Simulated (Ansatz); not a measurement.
## fcc Pt (1 1 1) on rutile SnO2 (1 0 1) (film strained to the substrate, started from cuts of the bulks and a machine-learned relaxation; slabs Sn8O20 and Pt16, which can lie off the formulas)

A periodic stack without vacuum, fcc Pt (1 1 1) on rutile SnO2 (1 0 1) (film strained to the substrate, started from cuts of the bulks and a machine-learned relaxation; slabs Sn8O20 and Pt16, which can lie off the formulas): substrate slab Sn8O20, film Pt16, surface cells [[0, 1], [-1, 0]] and [[-2, 2], [-1, -1]], film strained by -0.7 and +3.5 %, outermost planes O/O and Pt/Pt as cut, which need not be the usual terminations and can put a slab off its formula.

The start was prepared with a machine-learned potential, and the result is one local minimum, with the in-plane cell held and forces under 0.04 eV/Å; the film can end far from its bulk form.

The numbers are results of PBE (plane waves to 420 eV, PAW; Ansatz, a quantum-chemistry and plane-wave program), not measurements. No spin–orbit coupling; the runs are not spin-polarised. Its k-point mesh 5×6×1, Fermi–Dirac width 0.05 eV.

interface area: 28.1 Å²
period: 21.41 Å
heights between the nearest atoms of the two slabs at the two interfaces: 0.63 and 1.65 Å
O–Pt contacts across the interfaces within 1.22 times the sum of covalent radii: 10, mean 2.05 Å
Pt–Sn contacts across the interfaces within 1.22 times the sum of covalent radii: 1, mean 3.29 Å

```
CELL_PARAMETERS angstrom
      5.81242    -0.00093    -0.09197
      0.00030     4.82787    -0.06651
      1.58034    -1.14701    21.40135
ATOMIC_POSITIONS crystal
  Sn 0.99567 0.01823 0.11519
  Sn 0.49598 0.50334 0.11489
  O  0.52253 0.77005 0.04688
  O  0.75926 0.24296 0.06658
  O  0.02457 0.71222 0.04692
  O  0.25930 0.25028 0.06685
  Sn 0.28689 0.04168 0.24008
  Sn 0.78455 0.55280 0.24003
  O  0.76295 0.74039 0.15724
  O  0.01886 0.25038 0.19920
  O  0.26308 0.80566 0.15736
  O  0.51891 0.32043 0.19886
  Sn 0.56591 0.08683 0.36711
  Sn 0.06557 0.58325 0.36523
  O  0.05635 0.76368 0.28069
  O  0.29132 0.27239 0.32606
  O  0.55802 0.85630 0.28119
  O  0.79016 0.37149 0.32635
  Sn 0.86646 0.11311 0.49250
  Sn 0.34483 0.62350 0.49048
  O  0.34453 0.78977 0.40385
  O  0.57274 0.30320 0.45595
  O  0.84020 0.89334 0.40594
  O  0.07676 0.40181 0.45103
  O  0.62096 0.83337 0.53005
  O  0.84663 0.37580 0.57866
  O  0.12364 0.91580 0.53095
  O  0.35677 0.46171 0.58865
  Pt 0.62742 0.72803 0.61805
  Pt 0.10784 0.64804 0.65442
  Pt 0.35843 0.15032 0.65201
  Pt 0.86850 0.15087 0.65328
  Pt 0.58850 0.35186 0.75477
  Pt 0.08688 0.33896 0.75954
  Pt 0.34733 0.84491 0.75088
  Pt 0.83384 0.83891 0.75089
  Pt 0.56236 0.03177 0.85954
  Pt 0.06180 0.03250 0.86099
  Pt 0.31536 0.53484 0.85941
  Pt 0.80981 0.53253 0.85989
  Pt 0.54088 0.71687 0.95968
  Pt 0.04051 0.71319 0.95962
  Pt 0.28311 0.21850 0.96985
  Pt 0.78742 0.21699 0.96948
```
